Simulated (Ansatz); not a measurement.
# KCl: energy against strain

KCl (rock salt, Fm-3m, 30.411 Å³/atom at rest, cube axes along x, y and z) under a strain ε along a cube axis (axis z), the other axes held. PBEsol in Ansatz, a plane-wave DFT program (PAW, default set), 420 eV, 9×9×9 Γ-centred mesh, Fermi-Dirac smearing 0.05 eV; ions are relaxed within the symmetry of each cell.

Here s stands for strain and y for E less E0.

```
strain (%)  E less E0 (meV/atom)
----------  --------------------
-1.50                       1.02
-1.00                       0.45
-0.50                       0.11
0.00                        0.00
0.50                        0.09
1.00                        0.37
1.50                        0.83
3.00                           ?
```

Fit y of the 7 rows that show it with a parabola. Least squares gives y = -0.002 - 0.0536·s + 0.4119·s². Residuals (row less fit): 0.015, -0.013, -0.018, 0.002, 0.016, 0.014, -0.014; standard error 0.018 (degrees of freedom: 4). Twice the quadratic coefficient over the volume, 2 × 0.4119 meV × 10⁴ × 0.1602 / 30.411 Å³, is the elastic constant C11 = 43 ± 0.9 GPa.

Task: Predict the withheld y at s = 3.00 from the fit, and compare with the calculation.

Result: y = -0.002 - 0.0536 × 3.0 + 0.4119 × 3.0² = 3.544 meV/atom. The calculation gives 3.14 meV/atom, 0.404 meV/atom below the prediction (12.9 % of the range of y in the table). The row lies outside the fitted rows, so this is an extrapolation. From the scatter of the fitted rows alone, a prediction at this place has a standard error of 0.071 meV/atom, so the miss is 5.7 times that.

One order more, fitted to all 13 runs of the series, follows each within 0.01, so the miss is the next term of a smooth law. Rows are the converged runs of the series near zero and its far end; series whose fitted rows scatter by over a few per cent of the range, as at a crossing or softening among them, aren't shown in this form. Most that stay on the fit to the last digits aren't either.
